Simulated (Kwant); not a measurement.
System: wire with an abrupt hard-wall neck in a GaAs two-dimensional gas. Effective mass 0.067 mₑ, grid spacing 10 nm, hard walls, nominal width 300 nm (29 grid rows, so walls 300 nm apart), one parabolic valley, scattering region 900 nm long along x; energies count from the band bottom; Fermi energy swept from 3.118e-05 to 0.0009022 eV. Central neck 170 nm wide and 430 nm long.

Constants are typed, rounded textbook-type inputs, not results; the design itself was drawn at random and stands for no fabricated device.

Kwant, effective-mass tight-binding model on a square grid, one spin, coherent transport at 0 K. Conductance is in e²/h.

**Question.** How many channels do the leads carry at E = 0.372, 0.688 meV?

**Answer.** The hard-wall thresholds are n² ħ²π²/(2mW²) = n² × 0.0624 meV with W = 300 nm. √(0.372/0.0624) = 2.44, so 2. √(0.688/0.0624) = 3.32, so 3.
